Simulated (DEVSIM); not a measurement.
DEVSIM, 1D Poisson equation in equilibrium, Boltzmann statistics, complete ionisation; no quantum confinement or tunnelling. Metal contacts follow the ideal Schottky-Mott rule: no Fermi-level pinning, no interface dipoles.

Device: Al/SiON/p-Ge capacitor, at 400 K.

```tsv
layer (left to right)	material	thickness (nm)	Na (cm⁻³)
1	SiON	4.70	-
2	Ge	360	2.7e18
```

Metal gate on the left, work function 4.1 eV. Fixed charge at the semiconductor interface -1.6e11 cm⁻² (in units of +e); interface traps 4.7e10 cm⁻² eV⁻¹, uniform in energy, neutral level at 0.5 of the gap above the valence band.

This is a model device: material constants are rounded textbook-type values typed into the input, and sizes, dopings and lifetimes were drawn at random. Values at 300 K; Nc and Nv go as T^1.5, mobilities as T to minus their exponent, the gap by Varshni's rule with the affinity fixed.

| parameter | SiON | Ge |
|---|---|---|
| gap (eV) | 7 | 0.664 |
| affinity (eV) | 1.4 | 4 |
| permittivity | 5.5 | 16 |
| Nc (cm⁻³) | - | 1.04e19 |
| Nv (cm⁻³) | - | 6e18 |
| Varshni α (eV/K) | - | 0.000477 |
| Varshni β (K) | - | 235 |

One input was changed, with this effect: capacitance of the dielectric stack little changed (1.04 μF/cm²); minimum of the low-frequency capacitance 0.495 → 0.460 μF/cm²; threshold voltage (band bending 2φF) 0.84 → 0.93 V; flat-band voltage -0.46 → -0.52 V.

### Question
Which change was it?
(A) gate work function 4.1 → 3.95 eV
(B) SiON thickness 0.0047 → 0.0056 μm
(C) temperature 400 → 300 K

### Answer
C, temperature 400 → 300 K
